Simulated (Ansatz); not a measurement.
Si (diamond structure), Σ5 (310) [001] symmetric tilt. One Al atom replaces one Si atom in a bicrystal of 48 atoms (one solute to 47 Å² of one boundary, a high coverage); atoms relaxed, cell held. Energies count from the site farthest from both boundaries, which lies only 5.2 Å away; negative means that the solute is drawn to the site. The cell is neutral, and spin is allowed where the electrons are odd. k-points: Γ-centred 3×4×1 mesh; occupations: Fermi-Dirac, 0.050 eV; spin-polarised, moments started parallel. Spin-orbit coupling is left out.

Sites tried, by distance from the nearest boundary plane (Å): 0.00, 0.85, 0.85, 1.81.

Task: Does Al segregate by PBE in Ansatz (a program for electronic structure), and with what energy at each site?

Result: 0.00 Å: -0.02 eV; 0.85 Å: -0.03 eV; 0.85 Å: -0.03 eV; 1.81 Å: 0.08 eV. No site tried binds it by more than 0.05 eV.
